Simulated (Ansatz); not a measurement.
**Ca: isotropic strain −0.50 %**

Start from Ca in the fcc (Cu type) structure (space group Fm-3m, No. 225; a = 5.456 Å; relaxed with 0.1 eV smearing).

Modification: an isotropic linear strain of −0.50 %; the atoms relax in the strained cell.

Method: DFT with PBEsol, PAW potentials and a 420 eV plane-wave cutoff in Ansatz (an electronic-structure program), no SOC. k-mesh 21×21×21 (Γ-centred); smearing 0.1 eV (Fermi–Dirac).

* **Volume per atom**: 39.99 Å³ (base 40.60 Å³)
* **Space group**: Fm-3m (No. 225) (base Fm-3m (No. 225))
* **Shortest interatomic distance**: 3.839 Å (base 3.858 Å)
* **Energy relative to the base (free energy F)**: +0.6 meV/atom
* **Band gap**: zero (base zero)

Whether these cells are dynamically stable was not tested.
